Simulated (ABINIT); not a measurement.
ABINIT run on ZrGa5Co (P4/mmm, 7 atoms in the cell): self-consistent single point.

Method of the run: PBEsol, PAW (JTH v2.0 PBE PAW, files made for PBE) (plane waves; ABINIT).

The change in words: lattice scaled by 0.98. Reference geometry:
```yaml
crystal:
  lattice:
    - [4.10605, 0.00000, 0.00000]
    - [0.00000, 4.10605, 0.00000]
    - [0.00000, 0.00000, 6.57231]
  atoms:
    - { symbol: Zr, position: [0.00000, 0.00000, 0.00000] }
    - { symbol: Ga, position: [0.00000, 0.50000, 0.30543] }
    - { symbol: Ga, position: [0.00000, 0.50000, 0.69457] }
    - { symbol: Ga, position: [0.50000, 0.00000, 0.30543] }
    - { symbol: Ga, position: [0.50000, 0.00000, 0.69457] }
    - { symbol: Ga, position: [0.50000, 0.50000, 0.00000] }
    - { symbol: Co, position: [0.00000, 0.00000, 0.50000] }
```

Reference input (self-consistent single point, DFT, PBEsol, plane waves, PAW (JTH v2.0 PBE PAW, files made for PBE)): pseudos = [Zr.GGA_PBE-JTH.xml, Ga.GGA_PBE-JTH.xml, Co.GGA_PBE-JTH.xml]; ecut = 30 Ha; pawecutdg = 60 Ha; pawxcdev = 0; ixc = -116133; occopt = 3; tsmear = 0.1 eV; ngkpt = 5 5 3; nshiftk = 1; shiftk = 0 0 0; potentials = JTH v2.0 PBE PAW; nband = 59. This run's input differs from it in these lines:

```diff
@@ -3,3 +3,3 @@
 pseudos "Zr.GGA_PBE-JTH.xml, Ga.GGA_PBE-JTH.xml, Co.GGA_PBE-JTH.xml"
-acell 4.1060500000 4.1060500000 6.5723100000 Angstrom
+acell 4.0239290000 4.0239290000 6.4408640000 Angstrom
 rprim
```

Output (repeated stretches shortened):

```
--- !BeginCycle
solver: {iscf: 17, nstep: 50, nline: 4, wfoptalg: 10, }
tolerances: {tolvrs: 1.00E-11, }
...

     iter   Etot(hartree)      deltaE(h)  residm     nres2
 ETOT  1  -584.83122905092    -5.848E+02 1.957E+00 2.231E+01
 ETOT  2  -589.26322746981    -4.432E+00 1.029E-01 3.616E+01
 ETOT  3  -589.26380815472    -5.807E-04 3.865E-02 3.206E+01
 ETOT  4  -589.25076541955     1.304E-02 2.745E-02 2.170E+01
 ETOT  5  -589.23852703854     1.224E-02 1.104E-02 1.850E-01
   [... 16 lines left out ...]
 ETOT 22  -589.23972475944    -2.046E-12 1.181E-05 7.045E-11
 ETOT 23  -589.23972475943     8.185E-12 5.470E-06 3.053E-11
 ETOT 24  -589.23972475944    -2.728E-12 8.800E-06 2.417E-11
 ETOT 25  -589.23972475944    -1.592E-12 4.112E-06 1.947E-12
 At SCF step   25       nres2   =  1.95E-12 < tolvrs=  1.00E-11 =>converged.

 Cartesian components of stress tensor (hartree/bohr^3)
  sigma(1 1)= -2.13184183E-04  sigma(3 2)=  0.00000000E+00
  sigma(2 2)= -2.13184183E-04  sigma(3 1)=  0.00000000E+00
  sigma(3 3)= -2.67551926E-04  sigma(2 1)=  0.00000000E+00

 ----iterations are completed or convergence reached----

 reduced coordinates (array xred) for    7 atoms
       0.000000000000      0.000000000000      0.000000000000
       0.000000000000      0.500000000000      0.305430000000
       0.000000000000      0.500000000000      0.694570000000
       0.500000000000      0.000000000000      0.305430000000
       0.500000000000      0.000000000000      0.694570000000
       0.500000000000      0.500000000000      0.000000000000
   [... lines left out ...]
 Fermi (or HOMO) energy (hartree) =   0.35699   Average Vxc (hartree)=  -0.41577
 Fermi (or HOMO) energy (eV) =   9.71421   Average Vxc (eV)= -11.31357
   [... lines left out ...]
'-kT*entropy'       : -4.59007925564085E-03
total_energy        : -5.89239724940164E+02
total_energy_eV     : -1.60340283409076E+04
...

-Cartesian components of stress tensor (GPa)         [Pressure=  6.8053E+00 GPa]
- sigma(1 1)= -6.27209415E+00  sigma(3 2)=  0.00000000E+00
- sigma(2 2)= -6.27209415E+00  sigma(3 1)=  0.00000000E+00
- sigma(3 3)= -7.87164809E+00  sigma(2 1)=  0.00000000E+00

 Calculation completed.
```

The run converged in 25 iterations. Against the reference run the free energy goes up by 15.2 meV/atom, the pressure goes from -1.23 to 6.81 GPa and the largest force goes from 0.097 to 0.241 eV/Å.

The starting cell comes from a database of computed structures (which also holds hypothetical and non-ambient phases and stackings), without a prior relaxation at this level. For this run, on top of that: lattice scaled by 0.98. Spin polarisation is off. The potentials were made for another functional than the one used. With a pressure of about 7 GPa the cell is away from its equilibrium volume at this level.

Cost on one core of a shared machine: roughly 10 min.
